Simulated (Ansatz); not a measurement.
Cost and result by functional for the surface energy of the (111) surface of fcc Ir in its 1x1 cell, outermost plane spacing 2.23 Å in the ideal cut, in Ansatz (plane waves, PAW). Single points on the PBE structure, on one kind of machine; costs are rough ratios of the slab run's core time (references not counted) to the cheapest single point. r2SCAN's cost holds its higher cutoff (500 against 420 eV). Differences are taken against r2SCAN for comparison alone: no measured value is at hand, so the table doesn't rank accuracy.

Model: 6-atom slab, 11.2 Å thick at the start, 16x16x1 mesh, Fermi-Dirac 0.1 eV, dipole correction, all atoms relaxed; symmetry of the start imposed; no spin, no spin-orbit, no U. These notes are the PBE run's.

| functional | relative cost | surface energy (J/m²) | less r2SCAN (J/m²) |
|---|---|---|---|
| LDA | 1 | 2.88 | 0.33 |
| PBEsol | 1 | 2.72 | 0.16 |
| RPBE | 1 | 2.06 | -0.49 |
| r2SCAN | 2 | 2.56 | 0.00 |
| PBE (the relaxed run's value) | – | 2.29 | -0.26 |

The values span 0.82 J/m², while the single points' costs differ by a factor of roughly 2. Differences are of unrounded values.

Ansatz is a quantum-chemistry and plane-wave program.
